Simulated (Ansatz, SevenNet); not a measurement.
For Ti3Al (P6₃/mmc, No. 194), the machine-learned potential SevenNet-l3i5 (trained on PBE and PBE+U data) gives:

- lattice parameter a = 5.740 Å
- c axis length = 4.676 Å

Question: What does r²SCAN in Ansatz (plane waves, PAW) give for the same quantities?

Answer: 
- lattice constant a: 5.748 Å (increases by 0.1 %)
- lattice parameter c: 4.632 Å (decreases by 0.9 %)

Changes are worked out from the printed values.

Unless a cell is named, each level is at its own relaxed cell (SevenNet-l3i5 16.67, r²SCAN 16.57 Å³/atom).

Ansatz's density-functional and Hartree–Fock values are scalar-relativistic unless marked +SOC, with PAW data made under PBE.

Ansatz is an electronic-structure program.
